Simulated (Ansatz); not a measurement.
Worked example: self-consistent single point of LaIn5Rh (P1, 7 atoms in the cell) in Ansatz (a first-principles code).

Level of theory: PBEsol, PAW files made with PBE (plane waves; Ansatz).

The change in words: atoms moved at random. Reference geometry:
```xyz
7
Lattice="4.6426 0.0000 0.0000 0.0000 4.6426 0.0000 0.0000 0.0000 7.5303" Properties=species:S:1:pos:R:3 pbc="T T T"
La     0.0000     0.0000     0.0000
In     2.3213     2.3213     0.0000
In     2.3213     0.0000     5.2127
In     2.3213     0.0000     2.3176
In     0.0000     2.3213     5.2127
In     0.0000     2.3213     2.3176
Rh     0.0000     0.0000     3.7652
```

Reference input (self-consistent single point, DFT, PBEsol, plane waves, PAW files made with PBE): kpoints.mp_grid.grid = 5 5 3; hamiltonian.xc = pbesol; hamiltonian.pseudopotentials = {kind: paw} (the program's default PAW files); scf.occupations.method = fermi_dirac; scf.occupations.width = 0.0037 Ry. This run's input differs from it in these lines:

Ansatz 0.2 input:
```diff
@@ -6,9 +6,9 @@
   atoms:
-    - { symbol: La, position: [0.00000000, 0.00000000, 0.00000000] }
-    - { symbol: In, position: [0.50000000, 0.50000000, 0.00000000] }
-    - { symbol: In, position: [0.50000000, 0.00000000, 0.69223000] }
-    - { symbol: In, position: [0.50000000, 0.00000000, 0.30777000] }
-    - { symbol: In, position: [0.00000000, 0.50000000, 0.69223000] }
-    - { symbol: In, position: [0.00000000, 0.50000000, 0.30777000] }
-    - { symbol: Rh, position: [0.00000000, 0.00000000, 0.50000000] }
+    - { symbol: La, position: [-0.01406800, -0.00141400, 0.00260100] }
+    - { symbol: In, position: [0.50594100, 0.49975000, 0.00341200] }
+    - { symbol: In, position: [0.50717800, -0.00685100, 0.69697200] }
+    - { symbol: In, position: [0.49628300, 0.00214000, 0.30304400] }
+    - { symbol: In, position: [0.00807800, 0.50961700, 0.69603400] }
+    - { symbol: In, position: [-0.00202700, 0.50807000, 0.29031800] }
+    - { symbol: Rh, position: [-0.00138500, -0.01131100, 0.50761900] }
 kpoints:
```

Output, abridged:

```
SCF iter   1: F=—  HF=-40160.247645 eV  |F-HF|=—  |Δ(HF+E_count)|=         —  Δρ=5.22e-1  dr2=1.17e3  ethr=3.10e-3  ⟨swp⟩=6.3  Hψ=7358  notcnv=0  defer=3
all-band conjugate gradients solve this SCF's bands
preconditioner: auto → Kerker (q_TF=auto, 2.486 Å⁻¹)
SCF iter   2: F=—  HF=-40137.426115 eV  |F-HF|=—  |Δ(HF+E_count)|=    2.28e1  Δρ=1.27e-1  dr2=4.92e1  ethr=3.10e-3  ⟨swp⟩=4.3  Hψ=5590  notcnv=0  defer=19
   [... lines left out ...]
SCF iter  12: F=—  HF=-40130.926097 eV  |F-HF|=—  |Δ(HF+E_count)|=   8.63e-5  Δρ=3.83e-4  dr2=5.10e-4  ethr=1.16e-6  ⟨swp⟩=2.0  Hψ=2198  notcnv=0  defer=87
SCF iter  13: F=—  HF=-40130.925999 eV  |F-HF|=—  |Δ(HF+E_count)|=   9.79e-5  Δρ=1.52e-4  dr2=7.05e-5  ethr=5.49e-7  ⟨swp⟩=2.3  Hψ=3932  notcnv=0  defer=87
SCF iter  14: F=—  HF=-40130.925986 eV  |F-HF|=—  |Δ(HF+E_count)|=   1.31e-5  Δρ=1.62e-5  dr2=6.90e-7  ethr=7.58e-8  ⟨swp⟩=2.0  Hψ=3758  notcnv=0  defer=87
SCF iter  15: F=-40130.925986 eV  HF=-40130.925986 eV  |F-HF|=2.51e-8  |Δ(HF+E_count)|=   1.55e-7  Δρ=3.24e-6  dr2=3.28e-8  ethr=1.08e-10  ⟨swp⟩=9.3  Hψ=13078  notcnv=0
SCF 1 converged in 15 iterations: F = -40130.925986 eV  dr2 = 3.28e-8
Free energy (F): -40130.925986 eV
Internal energy: -40130.897469 eV  (E = F + TS)
E sigma→0 (E₀):  -40130.911727 eV
Entropy (-TS):   -0.028518 eV (-4.074 meV/atom)
Fermi energy:    12.687480 eV
--- Forces (eV/Å), atoms counted from 1 ---
  atom   1  La     0.66020728     0.26832998    -0.29740200
  atom   2  In    -0.37017212    -0.04514803    -0.16644490
  atom   3  In    -0.39577472     0.13698349    -0.11155935
  atom   4  In    -0.07963511     0.02568384     0.42611168
  atom   5  In     0.00070467    -0.68471000    -0.21882478
  atom   6  In     0.04087424    -0.36827150     0.95236121
  atom   7  Rh     0.14378841     0.66712466    -0.58421940
--- Stress (GPa, compression-positive) ---
        1.184166      -0.011950      -0.026712
       -0.011950       1.299136      -0.371893
       -0.026712      -0.371893       0.244807
  P = ⅓ Tr σ = 0.9094 GPa (9.094 kbar)
  The stress holds the Pulay correction. Without it, at fixed plane waves, as pw.x and ABINIT print it: P = 0.8846 GPa
```

The run converged in 15 iterations. Against the reference run the free energy goes up by 21.8 meV/atom, the pressure goes from 1.02 to 0.91 GPa and the largest force goes from 0.207 to 1.022 eV/Å.

The starting cell comes from a database of computed structures (which also holds hypothetical and non-ambient phases and stackings), without a prior relaxation at this level. Its lattice was rescaled by a random factor within 2.5 % of one. For this run, on top of that: atoms moved at random. Spin polarisation is off. Forces in this geometry exceed 1 eV/Å. Ansatz's pressure includes its estimate of the finite-basis (Pulay) stress.

Cost on one core of a shared machine: roughly 40 s.
